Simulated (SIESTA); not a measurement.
**One base run on SrMg5 (P1, 6 atoms in the cell) and variants with one or two settings moved**

```
SrMg5
1.0
    6.31762    -1.64126     0.00000
    6.31762     1.64126     0.00000
   -2.46686     0.00000     7.99352
Sr Mg
1 5
Direct
  0.34676   0.41457   0.27552
  0.01772   0.99150   0.98185
  0.69635   0.62647   0.34100
  0.03757   0.09653   0.63127
  0.34077   0.33412   0.68290
  0.72751   0.70348   0.92080
```

Base run A: SIESTA 5.4.2 with GGA PBEsol, numerical atomic orbitals TZP, PseudoDojo PBEsol standard norm-conserving potentials (rewritten from UPF to PSML), self-consistent single point.

Its settings: XC.functional = GGA; XC.authors = PBEsol; potentials = PseudoDojo PBEsol standard; PAO.BasisSize = TZP; PAO.EnergyShift = 0.01 Ry; MeshCutoff = 400 Ry; kgrid.MonkhorstPack = 5 5 2; OccupationFunction = MP; OccupationMPOrder = 1; ElectronicTemperature = 100 meV; MaxSCFIterations = 150; SCF.Mixer.Method = Pulay; SCF.Mixer.Weight = 0.25; SCF.Mixer.History = 8; SCF.DM.Tolerance = 1.0E-05.

The starting cell comes from a database of computed structures (which also holds hypothetical and non-ambient phases and stackings), without a prior relaxation at this level. Its atoms were displaced at random from the sites of space group no. 8. Values carry the incompleteness of an atom-centred basis. Without a gap this mesh is coarse (it stands for a supercell whose shortest vector is 16 Å).

ΔF is the free energy per atom less that of run A. 

Runs:
- B: MeshCutoff: 400 Ry → 320 Ry
- C: OccupationFunction: MP → FD; OccupationMPOrder: 1 → default
- D: kgrid.MonkhorstPack: 5 5 2 → 6 6 3
- E: kgrid.MonkhorstPack: 5 5 2 → 7 7 3
- F: MaxSCFIterations: 150 → 300; SCF.Mixer.History: 8 → 1
- G: PAO.Polarization.NonPerturbative: default → true

```
run  ΔF (meV/atom)  pressure (GPa)  largest force (eV/Å)  k-points
---  -------------  --------------  --------------------  --------
A             0.00            0.88                 0.641        28
B            -1.62            0.90                 0.664        28
C            -11.3            0.96                 0.648        28
D              9.6            0.98                 0.614        60
E             -4.2            0.85                 0.614        74
F             0.00            0.88                 0.641        28
G             0.00            0.88                 0.641        28
```

Run E against A: The free energy goes down by 4.2 meV/atom, the pressure stays near 0.85 GPa while the xx stress (positive for compression) goes from -1.42 to 0.40 GPa and the largest force goes from 0.641 to 0.614 eV/Å.

Run C against A: The free energy falls by 11.3 meV/atom, the pressure stays near 0.96 GPa while the xx stress (positive for compression) goes from -1.42 to -0.99 GPa and the largest force moves little (0.641 to 0.648 eV/Å).
